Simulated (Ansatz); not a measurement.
Consider this model of amorphous In9Ga9Zn9O41Ta2.

```
CELL_PARAMETERS angstrom
      9.51158    -0.19843     0.16485
     -0.19843     9.34638    -0.03341
      0.16485    -0.03341     9.95014
ATOMIC_POSITIONS crystal
  In 0.45755 0.62967 0.32371
  In 0.35034 0.26550 0.19018
  In 0.76506 0.41296 0.01518
  In 0.10267 0.49616 0.28578
  In 0.51985 0.14718 0.82704
  In 0.23141 0.61179 0.58745
  In 0.70852 0.33397 0.37790
  In 0.06107 0.59962 0.91150
  In 0.40321 0.91263 0.10274
  Ga 0.97729 0.82771 0.72044
  Ga 0.38875 0.50791 0.97679
  Ga 0.79662 0.63759 0.43612
  Ga 0.56506 0.50956 0.69666
  Ga 0.37236 0.32592 0.54245
  Ga 0.90210 0.45789 0.67178
  Ga 0.96540 0.15214 0.22153
  Ga 0.55815 0.83748 0.61998
  Ga 0.88861 0.15396 0.79546
  Zn 0.70992 0.08245 0.08688
  Zn 0.89226 0.76012 0.16557
  Zn 0.51759 0.04184 0.35986
  Zn 0.08147 0.22216 0.52107
  Zn 0.22392 0.20416 0.85195
  Zn 0.07322 0.96486 0.00764
  Zn 0.30584 0.99857 0.60814
  Zn 0.81965 0.99683 0.50333
  Zn 0.32257 0.79663 0.83868
  O  0.12450 0.27781 0.20567
  O  0.19427 0.40205 0.47866
  O  0.43797 0.53736 0.54195
  O  0.63511 0.91899 0.97901
  O  0.94297 0.77022 0.35343
  O  0.24276 0.18898 0.64769
  O  0.65616 0.54217 0.33068
  O  0.02749 0.60398 0.11707
  O  0.02603 0.62009 0.66844
  O  0.35031 0.00718 0.90447
  O  0.89442 0.98609 0.12818
  O  0.72280 0.20080 0.90253
  O  0.91813 0.43263 0.86256
  O  0.00814 0.07206 0.39141
  O  0.10937 0.82221 0.86509
  O  0.71043 0.11546 0.39579
  O  0.43379 0.71631 0.99343
  O  0.46320 0.27013 0.38233
  O  0.26504 0.55546 0.83425
  O  0.58911 0.50068 0.91073
  O  0.53027 0.02841 0.64330
  O  0.91973 0.26510 0.63888
  O  0.36178 0.30045 0.96774
  O  0.50440 0.11175 0.15610
  O  0.84330 0.73444 0.84689
  O  0.03870 0.13971 0.90742
  O  0.91165 0.46840 0.40615
  O  0.09598 0.88030 0.56735
  O  0.30238 0.99453 0.40604
  O  0.35513 0.79957 0.63987
  O  0.70677 0.80475 0.50248
  O  0.35334 0.49489 0.17552
  O  0.50595 0.83885 0.27318
  O  0.57722 0.70386 0.75418
  O  0.17811 0.92314 0.17492
  O  0.80637 0.27204 0.17450
  O  0.49684 0.32174 0.69138
  O  0.73821 0.63823 0.08609
  O  0.86028 0.98320 0.69764
  O  0.22114 0.68756 0.37493
  O  0.73680 0.51104 0.60055
  Ta 0.13336 0.88441 0.37276
  Ta 0.66261 0.72898 0.93329
```

Methods: PBE, scalar-relativistic without spin-orbit coupling (Ansatz, a program for electronic structure); r2SCAN, scalar-relativistic without spin-orbit coupling (Ansatz); HSE06, scalar-relativistic without spin-orbit coupling (Ansatz). Neutral PBE cell, which sets geometry, pressure and energy: sampling: a 2×2×2 Γ-centred mesh; Fermi-Dirac width 0.02 eV; no spin polarisation. Exact exchange is cut at the faces of this 9 Å cell, which leaves hybrid gaps a finite-size error.

The cell was made by melting and quenching with the CHGNet potential and then relaxed with DFT. O atoms were pushed apart under 1.9 Å during the dynamics, to hinder bonds among them. The hot cell started wider than the set density and was brought back towards it in steps. It is the lowest in DFT energy of 2 quenches. It is a model cell: composition and starting density were chosen by hand, and all elements were melted together. No dispersion term was used. Its density started from a set value of 6.12 and ended at 6.14 g/cm³. Cooling (nominally 260 K/ps over its main leg) ran many orders faster than in experiment, which tends to leave more defects and strain. One small periodic cell is one sample of the glass; other quenches scatter about these values. Volume and shape were free in the relaxation.

Task: Give the pressure and the spacing of the highest filled and lowest empty levels.

Result: 
```json
{
  "Pressure on a 2×2×2 Γ-centred mesh": "0.15 GPa",
  "Largest force and stress component on that mesh (the relaxation ran on the zone centre alone)": "0.08 eV/Å and 0.2 GPa",
  "Level gap on a 2×2×2 Γ-centred mesh (PBE)": "1.05 eV",
  "Level gap at the zone centre (PBE)": "1.09 eV",
  "Level gap at the zone centre (r2SCAN)": "1.56 eV",
  "Level gap at the zone centre (HSE06)": "2.66 eV",
  "Distance between the nearest levels spread over more than a fifth of the atoms or a third of the atoms of their main element (six at least) (PBE, zone centre)": "1.28 eV"
}
```

Task: At PBE and the zone centre, how localised are the states just below and above the Fermi level (participation number: the atoms over which a state spreads)?

Result: The highest filled state is spread over 9.6 atoms' worth, largest on O48, with weights by element (charge in smoothed Voronoi cells) O 0.87, Zn 0.11, In 0.02. The lowest empty state is spread over 59.5 atoms' worth, largest on In3, with weights by element (charge in smoothed Voronoi cells) O 0.52, In 0.22, Ga 0.12.

At PBE the levels at the filled edge of the gap are localised (band-tail or defect states).

Bonds are counted up to In-In 3.12 Å, In-Ga 2.90 Å, In-Zn 2.90 Å, In-O 2.70 Å, In-Ta 3.12 Å, Ga-Ga 2.68 Å, Ga-Zn 2.68 Å, Ga-O 2.30 Å, Ga-Ta 2.90 Å, Zn-Zn 2.68 Å, Zn-O 2.48 Å, Zn-Ta 2.90 Å, O-O 1.58 Å, O-Ta 2.60 Å, Ta-Ta 3.12 Å. Two cations that share two anions don't count as bonded, nor two that share one unless they lie closer than In-In 3.04 Å, In-Ga 2.82 Å, In-Zn 2.82 Å, In-Ta 3.04 Å, Ga-Ga 2.61 Å, Ga-Zn 2.61 Å, Ga-Ta 2.82 Å, Zn-Zn 2.61 Å, Zn-Ta 2.82 Å, Ta-Ta 3.04 Å.

Added carriers, by PBE, scalar-relativistic without spin-orbit coupling in Ansatz on the zone centre alone. Charged cells keep the cell fixed and stand in a uniform background, with no image correction, at a width of 0.01 eV; where the count is odd the moment is locked at 1 μB, unless the neutral cell bore moments. Each starts from the undistorted neutral geometry alone. PBE's self-interaction favours spread-out carriers, so it can miss traps that a hybrid finds.

Task: What happens at PBE when the cell takes an extra electron and the atoms relax?

Result: Relaxation lowers the charged cell by 0.01 eV. The largest moves are O65 0.02 Å, In3 0.02 Å, O54 0.02 Å, O31 0.02 Å. The level that holds the added charge spreads over 59.3 atoms' worth, most on In3 (weight 0.04): a carrier spread over the cell. No bond crosses its cut-off with a change of over 0.15 Å (metal-metal contacts aside). Made neutral again at that geometry, the cell lies +0.01 eV from the neutral start.

Task: What happens at PBE when the cell takes a hole and the atoms relax?

Result: Relaxation lowers the charged cell by 0.11 eV. The largest moves are O43 0.17 Å, Zn26 0.12 Å, Zn25 0.11 Å, O48 0.11 Å. The level that was emptied spreads over 10.8 atoms' worth, most on O48 (weight 0.21): a partly localised carrier. No bond crosses its cut-off with a change of over 0.15 Å (metal-metal contacts aside). Made neutral again at that geometry, the cell lies +0.17 eV from the neutral start.
